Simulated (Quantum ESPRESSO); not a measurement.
Worked example: self-consistent single point of LuAu2 (I4/mmm, 3 atoms in the cell) in Quantum ESPRESSO.

Computed with PBEsol, PSlibrary PAW (PBE) pseudopotentials (plane waves; Quantum ESPRESSO 7.5).

The change in words: lattice scaled by 0.98. Reference geometry:
```
CELL_PARAMETERS angstrom
     -1.82247     1.82247     4.44871
      1.82247    -1.82247     4.44871
      1.82247     1.82247    -4.44871
ATOMIC_POSITIONS crystal
  Lu 0.00000 0.00000 0.00000
  Au 0.66394 0.66394 0.00000
  Au 0.33606 0.33606 0.00000
```

Reference input (self-consistent single point, DFT, PBEsol, plane waves, PSlibrary PAW (PBE) pseudopotentials): ecutwfc = 50 Ry; ecutrho = 450 Ry; occupations = smearing; smearing = gauss; degauss = 0.0147 Ry; input_dft = pbesol; potentials = {Lu: Lu.pbe-spdn-kjpaw_psl.1.0.0.UPF, Au: Au.pbe-n-kjpaw_psl.1.0.0.UPF}; K_POINTS = automatic 10 10 10 0 0 0; conv_thr = 1e-11 Ry; mixing_beta = 0.7. This run's input differs from it in these lines:

```diff
@@ -32,5 +32,5 @@
 CELL_PARAMETERS angstrom
-  -1.8224700000     1.8224700000     4.4487050000
-   1.8224700000    -1.8224700000     4.4487050000
-   1.8224700000     1.8224700000    -4.4487050000
+  -1.7860210000     1.7860210000     4.3597310000
+   1.7860210000    -1.7860210000     4.3597310000
+   1.7860210000     1.7860210000    -4.3597310000
```

Output (repeated stretches shortened):

```
     Self-consistent Calculation

     iteration #  1     ecut=    50.00 Ry     beta= 0.70

     total energy              =   -2188.11117092 Ry
     estimated scf accuracy    <       0.48516516 Ry

     iteration #  2     ecut=    50.00 Ry     beta= 0.70

     total energy              =   -2188.28660083 Ry
     estimated scf accuracy    <       0.57886418 Ry

     iteration #  3     ecut=    50.00 Ry     beta= 0.70

     total energy              =   -2188.37290358 Ry
     estimated scf accuracy    <       0.01319665 Ry

   [... 9 blocks of this kind left out ...]

     iteration # 13     ecut=    50.00 Ry     beta= 0.70

     total energy              =   -2188.38426382 Ry
     estimated scf accuracy    <          5.6E-10 Ry

     iteration # 14     ecut=    50.00 Ry     beta= 0.70
     End of self-consistent calculation

     Number of k-points >= 100: set verbosity='high' to print the bands.

     the Fermi energy is    15.4020 ev

!    total energy              =   -2188.38426382 Ry
     estimated scf accuracy    <          2.5E-12 Ry
     smearing contrib. (-TS)   =      -0.00114202 Ry
     internal energy E=F+TS    =   -2188.38312179 Ry

     convergence has been achieved in  14 iterations

     Forces acting on atoms (cartesian axes, Ry/au):

     atom    1 type  1   force =     0.00000000    0.00000000    0.00000000
     atom    2 type  2   force =     0.00000000    0.00000000    0.00373394
     atom    3 type  2   force =     0.00000000   -0.00000000   -0.00373394

     Total force =     0.005281     Total SCF correction =     0.000001

          total   stress  (Ry/bohr**3)                   (kbar)     P=       38.29
   0.00024316   0.00000000   0.00000000           35.77        0.00        0.00
   0.00000000   0.00024316   0.00000000            0.00       35.77        0.00
   0.00000000   0.00000000   0.00029466            0.00        0.00       43.35

   JOB DONE.
```

The run converged in 14 iterations. Against the reference run the free energy falls by 1.2 meV/atom, the pressure goes from -4.00 to 3.83 GPa and the largest force goes from 0.010 to 0.096 eV/Å.

The starting cell comes from a database of computed structures (which also holds hypothetical and non-ambient phases and stackings), without a prior relaxation at this level. For this run, on top of that: lattice scaled by 0.98. With a pressure of about 4 GPa the cell is away from its equilibrium volume at this level.

Cost on one core of a shared machine: roughly 2 min.
